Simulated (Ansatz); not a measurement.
Start from HgTe in the zinc blende structure (space group F-43m, No. 216).

HgTe has the cubic space group F-43m (No. 216), the zinc blende structure, Pearson symbol cF8. Lattice parameters: a = 6.5099 Å, b = 6.5099 Å, c = 6.5099 Å, α = 90.00°, β = 90.00°, γ = 90.00°. Te on 4c has 4 Hg at 2.819 Å (tetrahedral). Hg on 4a has 4 Te at 2.819 Å (tetrahedral). (Neighbours: up to the widest gap in distance over summed covalent radii, below 1.35, at either atom; cation-cation and far metal-metal contacts left out.)
(The calculation used a cell of 2 atoms; values per cell refer to that cell.)

Level of theory: Ansatz (an electronic-structure program) PBEsol, spin-orbit coupling left out, earlier PAW set.

It is then changed as follows: S takes the place of Te on all its sites, then cell and atoms are relaxed.

Measured lattice parameter a: HgTe 6.46 Å (room temperature; as listed in R. J. Cava et al., Journal of Materials Chemistry C (2013)); HgS 5.841 Å (room temperature; as listed in Cardona et al., arXiv (2009)).

Question: How well does PBEsol reproduce the measured shift?

Answer: With PBEsol the lattice parameter a moves by -0.634 Å (6.510 → 5.876) against -0.619 Å measured.

With Hg and Te present, leaving out spin-orbit coupling can change the band edges. Stability against distortions was not tested. All final runs are without spin polarisation.
